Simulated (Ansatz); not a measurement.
## Ru: response to strain

Start from Ru in the hcp (Mg type) structure (space group P6_3/mmc, No. 194; a = 2.704 Å, c = 4.263 Å; relaxed with 0.1 eV smearing). Axes: x lies along a and z along c of the hexagonal cell.

Strains are applied to the cell and any free atomic positions relax; under biaxial strain the out-of-plane vector relaxes too; under stress the whole cell relaxes.

Method: r2SCAN (Ansatz, a program for electronic structure; PAW; 500 eV plane waves; no spin-orbit coupling).

Notes on the quantities. energy relative to the base: free energy F; pressure: mean of the normal stresses, compression positive.

```json
[
 {"case": "base", "energy relative to the base": "0 meV/atom", "pressure": "0.0 GPa", "shortest interatomic distance": "4.993 bohr", "space group": "P6_3/mmc (No. 194)"},
 {"case": "biaxial strain +1.24 %, plane normal [001], relaxed out of plane", "energy relative to the base": "–", "pressure": "-5.4 GPa", "shortest interatomic distance": "4.993 bohr", "space group": "P6_3/mmc (No. 194)"},
 {"case": "isotropic strain +0.77 %", "energy relative to the base": "+7.4 meV/atom", "pressure": "-7.3 GPa", "shortest interatomic distance": "5.031 bohr", "space group": "P6_3/mmc (No. 194)"},
 {"case": "uniaxial strain ε_xx = −2.50 %", "energy relative to the base": "+17 meV/atom", "pressure": "9.1 GPa", "shortest interatomic distance": "4.966 bohr", "space group": "Cmcm (No. 63)"},
 {"case": "uniaxial strain ε_xx = +5.75 %", "energy relative to the base": "[?]", "pressure": "[?]", "shortest interatomic distance": "[?]", "space group": "Cmcm (No. 63)"},
 {"case": "uniaxial stress, 5 GPa tension along x", "energy relative to the base": "+2.2 meV/atom", "pressure": "–", "shortest interatomic distance": "4.987 bohr", "space group": "Cmcm (No. 63)"}
]
```

Task: Some entries are withheld; estimate them.

Result: 
- uniaxial strain ε_xx = +5.75 %, energy relative to the base: +70 meV/atom
- uniaxial strain ε_xx = +5.75 %, pressure: -15.3 GPa
- uniaxial strain ε_xx = +5.75 %, shortest interatomic distance: 5.012 bohr

Beyond what the load breaks, stability against distortions was not tested. All final runs are without spin polarisation.
